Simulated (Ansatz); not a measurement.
# La2O3, element substitutions

Start from La2O3 (space group P-3m1, No. 164).

```xyz
5
Lattice="3.9061 0.0000 0.0000 -1.9531 3.3828 0.0000 0.0000 0.0000 6.0400" Properties=species:S:1:pos:R:3 pbc="T T T"
La     0.0000     2.2552     1.4820
La     1.9531     1.1276     4.5580
O      0.0000     0.0000     0.0000
O      0.0000     2.2552     3.9019
O      1.9531     1.1276     2.1381
```

Each row replaces one element on all its sites; cell and atoms are relaxed.

Computed with PBEsol (Ansatz, a program for electronic structure), spin-orbit coupling left out.

Q: Only one of these has no band gap. Which?
A) O → Se
B) O → S
C) O → N

A: C, O → N. Computed: O → N: zero; O → S: 2.11 eV; O → Se: 1.68 eV

The magnetic state is the one reached from the starting moments; the real material's order can differ, and small cells can't hold many antiferromagnetic ones. Whether these cells are dynamically stable was not tested. As relaxed here, La2N3, La2S3 and La2Se3 are hypothetical phases, not in the database extracts checked.
